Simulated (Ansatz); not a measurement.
Cubic perovskite TlMnCl₃ was calculated with r²SCAN+rVV10 (plane waves, PAW; Ansatz, a program for electronic structure).

Run with plane-wave cutoff 560 eV, 8×8×8 k mesh, Fermi–Dirac smearing 0.01 eV, spin-polarised start, scalar-relativistic PAW data made under PBE.

Energies at three volumes about the minimum:

```
V (Å³/atom)  E − E_lowest (meV/atom)
-----------  -----------------------
24.283                          1.36
24.779                          0.00
25.274                          1.27
```

Problem. Fit a parabola by hand: where is the minimum, what lattice constant follows, and what is the bulk modulus?

Solution. Slopes: (0.00 − 1.36)/(24.779 − 24.283) = -2.742 and (1.27 − 0.00)/(25.274 − 24.779) = 2.566 meV/Å³. Curvature E″ = 2 × (2.566 − (-2.742))/(25.274 − 24.283) = 10.712 meV/Å⁶. From the middle of the first interval, the slope vanishes at V0 = 24.5310 − (-2.742)/10.712 = 24.787 Å³/atom. B = V0 E″ = 24.787 × 10.712 meV/Å³ × 0.1602 GPa per meV/Å³ = 42.5 GPa. With 5 atoms in the cube, a = (5 × 24.787)^(1/3) = 4.986 Å. The full Birch–Murnaghan fit to all volumes gives V0 = 24.778 Å³/atom and B0 = 42.5 GPa.

Note: the magnetic order was assumed, not searched for or taken from measurement; the relaxation could not lower the start's symmetry, so the cell can be a saddle point above a distorted one.
